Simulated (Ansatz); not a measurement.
Consider the energy of the reaction as written. Reaction: 82 Si (diamond) + 14 Ge (diamond) → cell A. The sign is products less reactants.

Cell A: a cell of 96 sites of Si (diamond, Fd-3m) with composition Si82Ge14, with 0 sites empty, 14 held by another element and 0 atoms off the sites; spin state with PBE: run without spin, k-point mesh 3×3×1.
```
CELL_PARAMETERS angstrom
      7.73573     0.00000     0.00000
      0.00000     7.73573     0.00000
      0.00000     0.00000    32.81993
ATOMIC_POSITIONS crystal
  Si 0.99978 0.99832 0.99726
  Si 0.99867 0.50140 0.99806
  Si 0.50025 0.00119 0.99830
  Si 0.50137 0.49854 0.99866
  Si 0.24910 0.99939 0.03895
  Si 0.24955 0.50041 0.03912
  Si 0.75095 0.99918 0.03907
  Si 0.75053 0.50066 0.03973
  Si 0.24933 0.24974 0.08017
  Si 0.24998 0.75008 0.08040
  Si 0.75079 0.24929 0.08038
  Si 0.75013 0.75058 0.08070
  Si 0.00028 0.24978 0.12166
  Si 0.00034 0.75014 0.12172
  Si 0.49987 0.24963 0.12136
  Si 0.49979 0.75028 0.12171
  Si 0.00029 0.00005 0.16288
  Si 0.00018 0.49989 0.16281
  Si 0.49991 0.00035 0.16284
  Si 0.50001 0.49959 0.16272
  Si 0.25004 0.00016 0.20406
  Si 0.25008 0.49984 0.20401
  Si 0.75018 0.00020 0.20401
  Si 0.75014 0.49981 0.20397
  Si 0.24984 0.24994 0.24526
  Si 0.25001 0.75007 0.24517
  Si 0.75042 0.25005 0.24529
  Si 0.75027 0.74997 0.24514
  Si 0.00028 0.24990 0.28664
  Si 0.00014 0.75013 0.28646
  Si 0.49999 0.24992 0.28632
  Si 0.50016 0.75010 0.28625
  Si 0.00003 0.99969 0.32790
  Si 0.00046 0.50034 0.32773
  Si 0.50023 0.99989 0.32747
  Si 0.49978 0.50014 0.32735
  Si 0.25110 0.99949 0.36888
  Si 0.25097 0.50059 0.36889
  Si 0.74918 0.99995 0.36897
  Si 0.74929 0.50011 0.36851
  Si 0.25145 0.25001 0.40985
  Si 0.25185 0.75007 0.41039
  Si 0.74902 0.25106 0.40989
  Si 0.74852 0.74900 0.40995
  Si 0.00040 0.25069 0.45020
  Si 0.99932 0.74937 0.45038
  Si 0.50010 0.25105 0.45161
  Si 0.50113 0.74906 0.45224
  Ge 0.99641 0.00033 0.49271
  Ge 0.00082 0.49976 0.49339
  Si 0.50356 0.00134 0.49269
  Si 0.49964 0.49875 0.49380
  Ge 0.25424 0.00001 0.53574
  Si 0.25312 0.49991 0.53611
  Si 0.74603 0.00418 0.53546
  Si 0.74725 0.49598 0.53535
  Si 0.25000 0.25281 0.57779
  Si 0.25382 0.74718 0.57774
  Si 0.74970 0.25048 0.57769
  Ge 0.74565 0.74973 0.57716
  Si 0.00083 0.24944 0.61923
  Ge 0.00349 0.75107 0.62050
  Si 0.49885 0.25335 0.61863
  Si 0.49626 0.74694 0.62018
  Si 0.00116 0.00556 0.66256
  Si 0.00423 0.49493 0.66131
  Ge 0.49860 0.00252 0.66170
  Si 0.49537 0.49773 0.66091
  Si 0.24740 0.00252 0.70476
  Si 0.24987 0.49745 0.70351
  Si 0.75236 0.00531 0.70375
  Ge 0.74974 0.49434 0.70240
  Si 0.24945 0.25135 0.74629
  Si 0.25157 0.74864 0.74454
  Si 0.74993 0.24837 0.74649
  Ge 0.74776 0.75168 0.74509
  Si 0.99959 0.25102 0.78787
  Ge 0.00390 0.74914 0.78836
  Si 0.49978 0.25344 0.78737
  Si 0.49582 0.74614 0.78689
  Si 0.99774 0.00407 0.82962
  Si 0.00034 0.49607 0.83042
  Ge 0.50180 0.99871 0.82897
  Si 0.49927 0.50087 0.82941
  Ge 0.24613 0.99884 0.87247
  Si 0.25032 0.50142 0.87133
  Si 0.75316 0.99750 0.87153
  Si 0.74938 0.50231 0.87094
  Ge 0.25073 0.25524 0.91560
  Si 0.24593 0.74540 0.91376
  Ge 0.74936 0.25044 0.91401
  Si 0.75406 0.74927 0.91278
  Si 0.99848 0.25151 0.95740
  Si 0.99908 0.74814 0.95556
  Si 0.50163 0.25054 0.95776
  Ge 0.50087 0.74919 0.95536
```

Reference: Si (diamond, Fd-3m), 96 atoms in the cell, the relaxed perfect crystal repeated, atoms not moved again, k-point mesh 3×3×1 on the run's own vectors.

Reference: Ge (diamond, Fd-3m), 2 atoms in the cell, k-point mesh 10×10×10 on the run's own vectors. Conventional cell: a = 5.7599 Å, b = 5.7599 Å, c = 5.7599 Å, α = 90.00°, β = 90.00°, γ = 90.00°.

All numbers come from Ansatz (a quantum-chemistry and plane-wave program), plane waves with PAW, its default PAW set, cutoff 420 eV, 500 eV for r2SCAN. The structures are at rest with PBE, within the held lattices; other levels are single points on them. HSE06 runs on coarser k-point meshes, mended by the PBE difference between the two meshes. Neutral cells; Fermi-Dirac smearing of at most 0.05 eV in the solids, energies taken to zero width. The lattices are those relaxed with PBE, so at other levels the solids can be strained, which adds to the spread. Larger cells are relaxed from a start prepared with the learned potential CHGNet, on a coarser mesh till forces fall under 0.03 eV/Å, which some starts already meet. A dispersion term (D3(BJ), or D4 for r2SCAN) was computed beside these levels and is taken off wherever the name lacks it. The PAW files were made for PBE and serve at the other functionals too. Space groups of crystals are read within 0.01 Å. Static lattices, no vibrational contributions. Cells are local rest points, mostly with their start's symmetry. Values are for these cell sizes.

What value does r2SCAN give?

0.26 eV, for 82 Si (diamond) + 14 Ge (diamond) → cell A.

List the value at the remaining levels and say how far they part.


```
Level  value (eV)  less r2SCAN
-----  ----------  -----------
PBE          1.05         0.79
HSE06        0.37         0.11
```

The levels shown span 0.79 eV, from r2SCAN (0.26) to PBE (1.05).
